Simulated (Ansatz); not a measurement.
Start from WC (space group P-6m2, No. 187; a = 2.898 Å, c = 2.828 Å).

All numbers come from Ansatz (a program for electronic structure), PBEsol, PAW, cutoff 420 eV, spin-orbit coupling left out.

For the base:

```
Property               Result
-------------------  --------
Lattice parameter a  289.8 pm
```

Modification: a hydrostatic pressure of 2.1 GPa.

Problem. Estimate the effect on the lattice parameter a.

Solution. The lattice parameter a drops by 0.5 pm (289.8 pm → 289.3 pm).

Load acts through the strain it causes; cell and atoms are relaxed under it. Stability against distortions was not tested. The final runs are not spin-polarised.
